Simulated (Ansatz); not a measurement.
Consider TlBiS2 (space group R-3m, No. 166; a = 4.085 Å, c = 21.704 Å (hexagonal axes)). Axes: x lies along a and z along c of the hexagonal cell.

Level of theory: PBEsol in Ansatz (plane waves to 420 eV, PAW, without spin-orbit coupling).

Base values:

The pressure is 0.00 GPa and the valence-band top at Γ comes out as 0.00, -1.78, -1.78 eV. The band gap is 0.16 eV.

It is then changed as follows: the cell is compressed by 0.96 % along y with no lateral relaxation; the atoms relax in the strained cell.

### Question
Predict the new pressure, energy relative to the base, valence-band top at Γ and band gap.

### Answer
The pressure (mean of the normal stresses, compression positive) goes from zero to 0.49 GPa; the energy rises by 0.7 meV/atom; the valence-band top at Γ (three highest levels, from the VBM) becomes 0.00, -1.81, -1.84 eV (base: 0.00, -1.78, -1.78 eV); the band gap decreases by 0.02 eV to 0.14 eV.

With Bi and Tl present, leaving out spin-orbit coupling can change the band edges. Whether these cells are dynamically stable was not tested. The zero or small gap of TlBiS2 can change with the level of theory.

Ansatz is a quantum-chemistry and plane-wave program.
